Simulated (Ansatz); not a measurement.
Charge-transition levels above the valence-band maximum in ferroelectric LiNbO3 (eV), each at one geometry relaxed with PBE and evaluated in Ansatz (a quantum-chemistry and plane-wave program) with PBE, r2SCAN. Host gaps: PBE 3.53 eV, r2SCAN 3.94 eV. Details: 120-site cell; 2×2×2 Γ-centred k-points; charged states image-corrected; no Hubbard U; finite-size errors of tenths of an eV; flagged in the runs: for some of the defects a doubtful potential alignment, a host whose relaxation on this sampling wasn't shown to rest, a strain field that reaches the edge of the cell.

| defect | x: PBE (eV) | y: r2SCAN (eV) |
|---|---|---|
| Li vacancy + Li vacancy + Yb on the Li site (+1/0) | 0.28 | 0.23 |
| Li vacancy + Li vacancy + Eu on the Li site (+1/0) | 0.46 | 0.39 |
| Li vacancy + Li vacancy + Eu on the Li site (0/−1) | 2.19 | 2.70 |
| Li vacancy + O vacancy (+1/0) | 3.30 | 3.68 |
| Li vacancy + Li vacancy + Yb on the Li site (0/−1) | 2.11 | ? |

Question: Fit a straight line to the 4 complete rows and predict the last.

Answer: Means: x = 1.557, y = 1.750; Sxx = 6.273, Sxy = 7.398. Slope 7.398 / 6.273 = 1.18, intercept 1.750 − 1.18 × 1.557 = -0.09 eV; the rows scatter by 0.18 eV about the line, and R² = 0.99. Prediction: -0.09 + 1.18 × 2.11 = 2.40 eV. The calculation gave 2.98 eV, 0.58 eV above the line, outside twice its scatter.
